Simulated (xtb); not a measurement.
xtb 6.7.1, GFN2-xTB: Si(H)(OMe)2(OiPr) (CO[SiH](OC)OC(C)C), 23 atoms. The geometry is a generated start, not checked to be a minimum at this level.

```yaml
run_flags: --grad
method: GFN2-xTB
"--acc": 1 (default)
"--etemp (K)": 300 (default)
basis_functions: 56
valence_electrons: 56
```

```xyz
23

Si     1.1588     0.4650     0.4736
O      2.0696     0.9036    -0.7883
C      1.8767     1.9638    -1.6776
O      1.8170    -0.8440     1.1531
C      2.1913    -2.0707     0.5871
O     -0.3449     0.2916    -0.1178
C     -1.5278    -0.0737     0.5575
C     -2.5371     1.0662     0.4338
C     -2.0679    -1.3652    -0.0499
H      1.2103     1.3748     1.6063
H      2.7020     1.9531    -2.3924
H      1.8725     2.9173    -1.1453
H      0.9295     1.8556    -2.2096
H      3.0561    -1.9394    -0.0658
H      2.4522    -2.7460     1.4035
H      1.3725    -2.5043     0.0071
H     -1.3021    -0.2410     1.6195
H     -2.1116     1.9804     0.8398
H     -2.7804     1.2306    -0.6128
H     -3.4465     0.8236     0.9782
H     -2.9862    -1.6608     0.4503
H     -1.3354    -2.1607     0.0591
H     -2.2687    -1.2198    -1.1092
```

One run each on 1 thread. Values of broydamp tried: 0.02, 0.05, 0.1, 0.2, 0.4 (default), 0.6, 0.8, 1.

### Question
Which value of broydamp needs the fewest SCC iterations, and what happens away from it?

### Answer
Fewest SCC iterations, within one of each other: 0.4 (default) with 11, 0.6 with 12, 0.8 with 12. The count rises to 20 at 0.02. All converge to one solution.

```tsv
broydamp	SCC iterations	end
0.02	20	same solution
0.05	18	same solution
0.1	16	same solution
0.2	14	same solution
0.4 (default)	11	same solution
0.6	12	same solution
0.8	12	same solution
1	13	same solution
```
